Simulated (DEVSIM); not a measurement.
System: abrupt Si n-p junction, at 300 K.

```
layer (left to right)  material  thickness (μm)  Nd (cm⁻³)  Na (cm⁻³)   τn (s)  τp (s)
---------------------  --------  --------------  ---------  ---------  -------  ------
1                            Si           0.790     1.1e18          -   2.2e-5  2.2e-5
2                            Si           0.680          -     1.3e16  0.00022  2.2e-5
```

Left contact: ohmic. Right contact: ohmic. Voltage is applied to the left contact. Recombination: SRH at mid-gap. Gap narrowing is on: ΔEg = 6.92 meV × (l + √(l² + 0.5)), l = ln(N/1.3e17 cm⁻³), shared equally by both band edges. Mobility is μmin + (μ − μmin)/(1 + (N/Nref)^α).

The device is made up for the run: typed textbook-type constants, with dimensions and the other settings drawn at random. Values at 300 K.

```csv
parameter,Si
gap (eV),1.124
affinity (eV),4.05
permittivity,11.7
Nc (cm⁻³),2.86e19
Nv (cm⁻³),3.1e19
μn (cm²/Vs),1417
μp (cm²/Vs),470
"μn,min",52
"μp,min",45
"Nref,n",9.7e16
"Nref,p",2.2e17
αn,0.68
αp,0.72
```

Simulated with DEVSIM: 1D drift-diffusion, Boltzmann statistics, complete ionisation; no tunnelling, impact ionisation, image-force lowering or self-heating.

Q: Tabulate band edges, carrier densities and field at zero bias.

A: Energies count from the Fermi level of the right contact; mesh points crowd at the junctions.

| x (μm) | Ec (eV) | Ev (eV) | n (cm⁻³) | p (cm⁻³) | field (V/cm) |
|---|---|---|---|---|---|
| 0.000 | 0.084 | -1.009 | 1.1e18 | 340 | ≈ 0 |
| 0.01653 | 0.084 | -1.009 | 1.1e18 | 340 | ≈ 0 |
| 0.04111 | 0.084 | -1.009 | 1.1e18 | 340 | ≈ 0 |
| 0.08414 | 0.084 | -1.009 | 1.1e18 | 340 | ≈ 0 |
| 0.1769 | 0.084 | -1.009 | 1.1e18 | 340 | ≈ 0 |
| 0.3076 | 0.084 | -1.009 | 1.1e18 | 340 | ≈ 0 |
| 0.4683 | 0.084 | -1.009 | 1.1e18 | 340 | ≈ 0 |
| 0.6345 | 0.084 | -1.009 | 1.1e18 | 340 | ≈ 0 |
| 0.7055 | 0.084 | -1.009 | 1.1e18 | 340 | ≈ 0 |
| 0.7461 | 0.084 | -1.009 | 1.1e18 | 340 | ≈ 0 |
| 0.7733 | 0.085 | -1.009 | 1.1e18 | 350 | 1400 |
| 0.7920 | 0.144 | -0.979 | 1.1e17 | 1100 | 62000 |
| 0.8098 | 0.242 | -0.881 | 2.5e15 | 48000 | 52000 |
| 0.8361 | 0.370 | -0.753 | 1.7e13 | 6900000 | 46000 |
| 0.9012 | 0.627 | -0.496 | 8.4e8 | 1.4e11 | 33000 |
| 0.9885 | 0.838 | -0.285 | 240000 | 5.0e14 | 15000 |
| 1.118 | 0.918 | -0.205 | 11000 | 1.1e16 | 1100 |
| 1.264 | 0.922 | -0.201 | 9200 | 1.3e16 | 19 |
| 1.369 | 0.922 | -0.201 | 9200 | 1.3e16 | ≈ 0 |
| 1.419 | 0.922 | -0.201 | 9200 | 1.3e16 | ≈ 0 |
| 1.447 | 0.922 | -0.201 | 9200 | 1.3e16 | ≈ 0 |
| 1.470 | 0.922 | -0.201 | 9200 | 1.3e16 | ≈ 0 |
